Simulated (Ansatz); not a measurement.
The starting structures come from a database of crystals and need not be the phases stable at ambient conditions.

By PBEsol, the system below comes out a metal.

Crystal: ZnNi (P4/mmm, not sure to be the ambient phase, 2 atoms a cell, 11.6 Å³ an atom); planes in its conventional cell.

All values below come from PBEsol (plane waves, PAW; Ansatz, a program for electronic structure).

G/A = (e²/h) × open channels of both spins per area, as a mean over 0.1 eV about the Fermi level, without spin-orbit coupling, for the cells as given.

| plane | area (Å²) | G/A (10¹⁵ S/m²) |
|---|---|---|
| (001) | 7.3 | 1.1 |
| (110) | 12.1 | ___ |
| (111) | 14.1 | ___ |

Task: Some entries are withheld; supply them.

Result: 
- (110), G/A (10¹⁵ S/m²): 0.61
- (111), G/A (10¹⁵ S/m²): 0.74
